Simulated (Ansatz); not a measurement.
F on the 1x1 (111) surface of fcc Ir, one in a 1x1 cell, energies for each (6.5 Å²). Energies are against ½ F2(g), without zero-point or thermal terms; each row is named by its start.

Method: PBE (plane waves to 420 eV, PAW; Ansatz, a first-principles code).

Set-up: 5 atoms, 6.6 Å thick at the start under the adsorbate (thin: gaps and levels are the slab's own); mesh 12x12x1; 0.1 eV smearing; dipole correction on; 2 atoms held, the rest relaxed; each run with such symmetry as its start has; no spin, no spin-orbit, no U, no dispersion correction.

A negative adsorption energy means that the adsorbate is more stable on the surface than in its reference. Heights count from the host atoms within 0.3 Å of the top one.

```csv
starting site,E_ads (eV),height (Å),nearest host atom (Å),bonded to,Δ work function (eV),lateral drift (Å)
top Ir,-2.21,1.89,Ir 1.89,Ir,…,0.0
hollow Ir-Ir-Ir over Ir at depth 2.2 Å,-1.32,1.73,Ir 2.34,3 Ir,3.00,0.0
hollow Ir-Ir-Ir over Ir at depth 4.4 Å,-1.52,1.68,Ir 2.31,3 Ir,2.52,0.0
bridge Ir-Ir (span 2.7 Å),…,1.68,Ir 2.17,2 Ir,…,0.1
```

### Question
Some entries are withheld; supply them.

### Answer

- top Ir, Δ work function (eV): 3.06
- bridge Ir-Ir (span 2.7 Å), E_ads (eV): -1.68
- bridge Ir-Ir (span 2.7 Å), Δ work function (eV): 2.44
